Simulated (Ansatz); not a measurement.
Take Al2O3 in the corundum structure (space group R-3c, No. 167; a = 4.7292 Å, c = 12.8916 Å (hexagonal axes)) as the base. Axes: x lies along a and z along c of the hexagonal cell.

Method: LDA, PAW, 420 eV (Ansatz, a quantum-chemistry and plane-wave program; scalar-relativistic without spin-orbit coupling).

The change: the cell is stretched by 0.75 % along x with no lateral relaxation; the atoms relax in the strained cell.

**Question.** Predict the stress tensor and what it implies for the stiffness.

**Answer.** Stress of the strained cell less that of the base (GPa, compression positive):
```
  -3.64    0.00    0.00
   0.00   -1.20   -0.14
   0.00   -0.14   -0.93
```

Then −Δσ_ii/ε with ε = 0.0075 gives relaxed-ion elastic constants: C11 ≈ 486 GPa, C12 ≈ 160 GPa and C13 ≈ 124 GPa.

Whether these cells are dynamically stable was not tested.
